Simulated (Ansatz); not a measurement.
The reference is HfO2 in the fluorite structure (space group Fm-3m, No. 225; a = 5.059 Å).

All numbers come from Ansatz (an electronic-structure program), r2SCAN, PAW, cutoff 500 eV, no spin-orbit coupling, earlier PAW set.

Base values:

| Quantity | Value |
|---|---|
| Band gap | 4.30 eV |
| Volume per atom | 10.79 Å³ |
| Smallest direct gap | 4.30 eV |
| Gap character | direct at X |

Now apply this change: Zr takes the place of Hf on all its sites, then cell and atoms are relaxed.

Predict the new band gap, electron mass, volume per atom, smallest direct gap and gap character.

The band gap falls by 0.416 eV to 3.89 eV; the electron mass (degenerate bands, along [100]) comes out as 0.53, 2.1 mₑ (at Γ); the volume per atom increases by 0.19 Å³, from 10.79 Å³ to 10.98 Å³; the smallest direct gap drops by 0.01 eV to 4.29 eV; the gap character becomes indirect, X → Γ (base: direct at X).

With Hf present, leaving out spin-orbit coupling can change the band edges. Effective masses come from finite differences of ±0.01 Å⁻¹. No phonon test of stability was made. This is not the structure that ZrO2 has at room temperature and ambient pressure. This is not the structure that HfO2 has at room temperature and ambient pressure.
